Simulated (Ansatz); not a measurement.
Response to strain in hypothetical P6_422 BP

Consider BP (space group P6_422, No. 181; a = 3.2789 Å, c = 6.9954 Å; a hypothetical phase, not in the database extracts checked). Axes: x lies along a and z along c of the hexagonal cell.

Strains are applied to the cell and any free atomic positions relax; under biaxial strain the out-of-plane vector relaxes too.

Level of theory: Kohn–Sham DFT with the PBE functional, run in Ansatz (a quantum-chemistry and plane-wave program) with PAW and 420 eV plane waves, scalar-relativistic without spin-orbit coupling.

Question: Only one of these has no band gap. Which?
A) uniaxial strain ε_zz = +2.45 %
B) isotropic strain +0.51 %
C) biaxial strain −2.07 %, plane normal [001], relaxed out of plane
D) biaxial strain +4.01 %, plane normal [001], relaxed out of plane

Answer: C, biaxial strain −2.07 %, plane normal [001], relaxed out of plane. Computed: biaxial strain −2.07 %, plane normal [001], relaxed out of plane: zero; biaxial strain +4.01 %, plane normal [001], relaxed out of plane: 0.24 eV; isotropic strain +0.51 %: 0.09 eV; uniaxial strain ε_zz = +2.45 %: 0.20 eV

Stability against distortions was not tested. The base started in P3_121 and relaxed to P6_422 at this level. All final runs are without spin polarisation. Gaps under 0.05 eV, about the width of the smearing, are given as zero. The zero or small gap of BP can change with the level of theory.
